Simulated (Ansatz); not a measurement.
AlCr2C: uniaxial stress, 8 GPa tension along x

Base system: AlCr2C (space group P6_3/mmc, No. 194; a = 2.812 Å, c = 12.599 Å; non-magnetic). Axes: x lies along a and z along c of the hexagonal cell.

One thing is altered: uniaxial stress, 8 GPa tension along x; all other stress components relax to zero.

Computed with PBEsol (Ansatz, a program for electronic structure), spin-orbit coupling left out. Settings: 19×19×4 k-points, 0.05 eV Fermi–Dirac smearing.

Volume per atom: 10.94 Å³ (base 10.78 Å³)
Shortest interatomic distance: 193.2 pm (base 194.0 pm)
Energy relative to the base (free energy F): +6.9 meV/atom
Band gap: zero (base zero)
Strain response (xx, yy, zz): (+2.49, −0.37, −0.64) % (rough)

Without a gap, meshes like the base's 19×19×4 leave anisotropic stresses uncertain by several tenths of a GPa, and small strain energies with them. Stability under load was not tested beyond the relaxation. Starting moments died away, wholly or in part, for the base; another magnetic solution may exist. All final runs are without spin polarisation.
